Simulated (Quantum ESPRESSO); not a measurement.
Worked example: self-consistent single point of Br (Cmce, 4 atoms in the cell) in Quantum ESPRESSO.

Method of the run: PBE, PseudoDojo standard norm-conserving (PBE) pseudopotentials (plane waves; Quantum ESPRESSO).

The change in words: lattice scaled by 0.98. Reference geometry:
```
Br
1.0
    3.40770     2.28883     0.00000
   -3.40770     2.28883     0.00000
    0.00000     0.00000     8.91010
Br
4
Direct
  0.86100   0.86100   0.88900
  0.63900   0.63900   0.38900
  0.36100   0.36100   0.61100
  0.13900   0.13900   0.11100
```

Reference input (self-consistent single point, DFT, PBE, plane waves, PseudoDojo standard norm-conserving (PBE) pseudopotentials): ecutwfc = 50 Ry; occupations = smearing; smearing = fermi-dirac; degauss = 0.00147 Ry; potentials = {Br: Br.upf}; K_POINTS = automatic 5 5 2 0 0 0; conv_thr = 1e-09 Ry; mixing_beta = 0.3. This run's input differs from it in these lines:

```diff
@@ -9,5 +9,5 @@
     ibrav = 9
-    celldm(1) = 12.8792507681
-    celldm(2) = 0.671664167916
-    celldm(3) = 1.307346326837
+    celldm(1) = 12.6216659795
+    celldm(2) = 0.671664048050
+    celldm(3) = 1.307346291370
     nat = 4
```

Output, abridged:

```
     Self-consistent Calculation

     iteration #  1     ecut=    50.00 Ry     beta= 0.30

     Threshold (ethr) on eigenvalues was too large:
     Diagonalizing with lowered threshold

     total energy              =    -125.85903124 Ry
     estimated scf accuracy    <       0.08216328 Ry

     iteration #  2     ecut=    50.00 Ry     beta= 0.30

     total energy              =    -125.84641609 Ry
     estimated scf accuracy    <       0.03141791 Ry

     iteration #  3     ecut=    50.00 Ry     beta= 0.30

     total energy              =    -125.84942323 Ry
     estimated scf accuracy    <       0.00055210 Ry

   [... 5 blocks of this kind left out ...]

     iteration #  9     ecut=    50.00 Ry     beta= 0.30

     total energy              =    -125.84953852 Ry
     estimated scf accuracy    <          1.4E-09 Ry

     iteration # 10     ecut=    50.00 Ry     beta= 0.30
     End of self-consistent calculation

     the Fermi energy is     2.7359 ev

!    total energy              =    -125.84953852 Ry
     estimated scf accuracy    <          9.0E-11 Ry
     smearing contrib. (-TS)   =       0.00000000 Ry
     internal energy E=F+TS    =    -125.84953852 Ry

     convergence has been achieved in  10 iterations

     Forces acting on atoms (cartesian axes, Ry/au):

     atom    1 type  1   force =     0.00000000   -0.01178073   -0.02492183
     atom    2 type  1   force =     0.00000000    0.01178073   -0.02492183
     atom    3 type  1   force =     0.00000000   -0.01178073    0.02492183
     atom    4 type  1   force =     0.00000000    0.01178073    0.02492183

     Total force =     0.055132     Total SCF correction =     0.000016

          total   stress  (Ry/bohr**3)                   (kbar)     P=       17.74
   0.00010591   0.00000000   0.00000000           15.58        0.00        0.00
   0.00000000   0.00008785   0.00000000            0.00       12.92        0.00
   0.00000000   0.00000000   0.00016803            0.00        0.00       24.72

   JOB DONE.
```

The run converged in 10 iterations. Against the reference run the free energy goes up by 10.9 meV/atom, the pressure goes from 0.03 to 1.77 GPa, the largest force goes from 0.158 to 0.709 eV/Å and the gap on the mesh goes from 1.569 to 1.751 eV.

The starting cell has typed, rounded lattice constants, without a prior relaxation at this level. Its lattice was rescaled by a random factor within 2.5 % of one. For this run, on top of that: lattice scaled by 0.98.

Cost on one core of a shared machine: roughly 40 s.
